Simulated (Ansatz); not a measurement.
The starting structures come from a database of crystals and need not be the phases stable at ambient conditions.

Data:

```yaml
crystal:
  lattice:
    - [4.00239, 0.00000, 0.00000]
    - [-2.00120, 3.46617, 0.00000]
    - [0.00000, 0.00000, 6.77513]
  atoms:
    - { symbol: Al, position: [0.33333, 0.66667, 0.00068] }
    - { symbol: Al, position: [0.66667, 0.33333, 0.50068] }
    - { symbol: As, position: [0.33333, 0.66667, 0.37532] }
    - { symbol: As, position: [0.66667, 0.33333, 0.87532] }
```

Space group of this cell: P6_3mc, wurtzite. The cell is strained (lengths along the current scaled by 1.03, ions clamped); by PBEsol its mean pressure is -1.9 GPa.

Transport runs along the normal of the first two printed cell vectors, the (001) (indices of the unstrained crystal) plane of the conventional cell.

No gap correction and no spin-orbit coupling; mid-gap values are interpolated between computed energies.

Estimate the band gap and the smallest decay constant κ at mid-gap that PBEsol (Ansatz, a first-principles code) returns for this system.

Gap 1.54 eV on a 12×12×6 mesh; κ = 0.094 1/Å, at the zone centre.
